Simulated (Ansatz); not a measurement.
Given:

```
CELL_PARAMETERS angstrom
      0.00000     2.01645     2.01645
      2.01645     0.00000     2.01645
      2.01645     2.01645     0.00000
ATOMIC_POSITIONS crystal
  Ag 0.00000 0.00000 0.00000
```

These are PBEsol, rigid bands (plane waves, PAW, scalar-relativistic; Ansatz, a first-principles code) values and carry that method's errors. Condition of this run: hydrostatic pressure 2 GPa (the target of the relaxation). How the cell was made: cell and atoms relaxed with PBEsol, then loaded as said.

Q: For narrow interconnects the product ρ₀λ of bulk resistivity and mean free path ranks metals, the lower the better. What is it here?

A: 8.3 ×10⁻¹⁶ Ω·m².

Q: And the Drude plasma energy and the root-mean-square Fermi velocity at 300 K?

A: 9.3 eV; 1.4e6 m/s.

A metal at this level (no band gap); rigid bands, thermally averaged at 300 K, both spins. Spin-orbit coupling is left out. τ is one relaxation time for all states; the product of resistivity and mean free path takes one path for all states instead.
